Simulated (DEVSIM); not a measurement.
System: Schottky contact on p-type GaAs, at 250 K.

Layer 1 from the left is GaAs, thickness (μm) 3.40, Na (cm⁻³) 2.9e17, τn (s) 1.6e-9, τp (s) 1.6e-9.

Left contact: Schottky, work function 4.514 eV, emission velocity 8.8e6 cm/s. Right contact: ohmic. Voltage is applied to the left contact. Recombination: SRH at mid-gap, radiative, Auger. Mobility is μmin + (μ − μmin)/(1 + (N/Nref)^α).

The device is made up for the run: typed textbook-type constants, with dimensions and the other settings drawn at random. Values at 300 K; Nc and Nv go as T^1.5, mobilities as T to minus their exponent, the gap by Varshni's rule with the affinity fixed.

GaAs: gap (eV) 1.424, affinity (eV) 4.07, permittivity 12.9, Nc (cm⁻³) 4.7e17, Nv (cm⁻³) 9e18, μn (cm²/Vs) 8500, μp (cm²/Vs) 400, μn,min 500, μp,min 20, Nref,n 6e16, Nref,p 1.5e17, αn 0.39, αp 0.38, T exponent of μn 2.1, T exponent of μp 2.2, B (cm³/s) 2e-10, Cn (cm⁶/s) 1e-30, Cp (cm⁶/s) 1e-30, Varshni α (eV/K) 0.000541, Varshni β (K) 204.

Problem. Estimate by hand the built-in potential, the peak field at zero bias, the capacitance at 0.5 V, and compare with a numerical solution.

Solution. 
- Built-in potential: barrier φB = 1.002 eV; Vbi = φB − kT/q ln(N_band/N) = 0.934 V; numerical 0.934 V.
- Peak field at zero bias: depletion approximation: W = √(2εVbi/(qN)) = 0.0678 μm with N = 2.90e17 cm⁻³; field = 2Vbi/W = 276000 V/cm; numerical 270000 V/cm (estimate above by 1.9 %).
- Capacitance at 0.5 V: C = √(qεN / 2(Vbi + |V|)) = 136 nF/cm²; numerical 137 nF/cm² (estimate below by 0.78 %).

Simulated with DEVSIM: 1D drift-diffusion, Boltzmann statistics, complete ionisation; no tunnelling, impact ionisation, image-force lowering or self-heating. Metal contacts follow the ideal Schottky-Mott rule: no Fermi-level pinning, no interface dipoles.
